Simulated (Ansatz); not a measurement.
Take PbS in the rock salt structure (space group Fm-3m, No. 225) as the base.

```
PbS
1.0
    0.00000     2.95135     2.95135
    2.95135     0.00000     2.95135
    2.95135     2.95135     0.00000
Pb S
1 1
Cartesian
  2.95135   2.95135   2.95135
  0.00000   0.00000   0.00000
```

All numbers come from PBEsol (Ansatz, an electronic-structure program, PAW, spin-orbit coupling left out).

Carriers are added at fixed cell with a uniform background; the Fermi–Dirac width is that of 300 K.

One change was made to it. Results:

The gap between the host's bands goes up by 0.14 eV (0.19 eV → 0.33 eV); the gap character is still direct at L; the Fermi level relative to the doped band's edge (positive inside the band; to 0.05 eV) comes out as +0.80 eV.

Q: Which of these changes matches the shifts?
(A) holes 2.0×10^21 cm⁻³
(B) holes 5.0×10^21 cm⁻³
(C) holes 1.0×10^21 cm⁻³

A: B, holes 5.0×10^21 cm⁻³. For comparison, the gap between the host's bands in the other runs: holes 1.0×10^21 cm⁻³ gives 0.22 eV; holes 2.0×10^21 cm⁻³ gives 0.25 eV.

Carriers are added with a uniform compensating background; total energy and stress of such cells depend on the potential's zero and are not compared; many-body gap narrowing is missing at this level. With Pb present, leaving out spin-orbit coupling can change the band edges. No phonon test of stability was made. The base started in P3_121 and relaxed to Fm-3m at this level. A zero or small gap of PbS can be the functional's error rather than a property of the material.
